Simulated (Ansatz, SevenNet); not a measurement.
For PbSb2Te4 (R-3m, No. 166; start mp-31507), the machine-learned potential SevenNet-0 (trained on PBE and PBE+U data) gives:

* **equilibrium lattice constant a**: 4.429 Å
* **lattice parameter c**: 42.516 Å
* **formation enthalpy**: -0.226 eV/atom

Problem. What does PBEsol (PAW; Ansatz, a program for electronic structure) give for the same quantities?

Solution. 
- lattice constant a: 4.347 Å (decreases by 1.9 %)
- lattice parameter c: 41.097 Å (shrinks by 3.3 %)
- formation enthalpy: -0.184 eV/atom (moves by +0.042 eV/atom)

Changes are worked out from the printed values.

Unless a cell is named, each level is at its own relaxed cell (SevenNet-0 34.39, PBEsol 32.02 Å³/atom).

Levels without +SOC leave out spin–orbit coupling, which shifts energies and cells of such heavy elements.

Caveats: the relaxation could not lower the start's symmetry, so the cell can be a saddle point above a distorted one (SevenNet-0, PBEsol). Ansatz's density-functional and Hartree–Fock values are scalar-relativistic unless marked +SOC, with PAW data made under PBE.

A start named mp-… is a Materials Project structure, which can be a computed phase never made.
